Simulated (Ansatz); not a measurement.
Amorphous Si24O51Y2, 77 atoms at 2.38 g/cm³, one PBE-relaxed geometry, zone centre. Methods: PBE, scalar-relativistic without spin-orbit coupling (Ansatz, a program for electronic structure); r2SCAN, scalar-relativistic without spin-orbit coupling (Ansatz); HSE06, scalar-relativistic without spin-orbit coupling (Ansatz). Plane waves to 420 eV (r2SCAN 500 eV); exact exchange is cut at the cell's faces. At PBE the levels at the filled edge of the gap are localised (band-tail or defect states), and the nearest spread-out levels lie 5.3 eV apart at the zone centre. All rungs ran without spin polarisation.

It comes from a melt-quench run on a machine-learned potential (CHGNet), relaxed afterwards by DFT. O atoms were pushed apart under 1.9 Å during the dynamics, to hinder bonds among them. The hot cell started wider than the set density and was brought back towards it in steps. It is the lowest in DFT energy of 2 quenches. It is a model cell: composition and starting density were chosen by hand, and all elements were melted together. No dispersion term was used. Its density started from a set value of 2.38 and ended at 2.38 g/cm³. The simulated quench (nominally 480 K/ps over its main leg) is rapid and tends to freeze in more defects than a deposited or slowly cooled glass has. Values belong to this one cell and scatter from quench to quench. The volume was held where the preparation left it and the shape relaxed, at a PBE pressure of 0.0 GPa.

The relaxation ran on the zone centre alone. At PBE the level gap is 4.25 eV on a 2×2×2 Γ-centred mesh, and the spacing at the zone centre alone 4.25 eV.

Question: What zone-centre spacing does r2SCAN give, roughly?

Answer: 4.85 eV (+0.60 eV against PBE).

Question: What zone-centre spacing does HSE06 give, roughly?

Answer: 5.91 eV (+1.66 eV against PBE).

The highest filled and the lowest empty state spread over these numbers of atoms (participation numbers): PBE: 2.6 and 65.0; r2SCAN: 2.5 and 65.8; HSE06: 2.5 and 64.8.
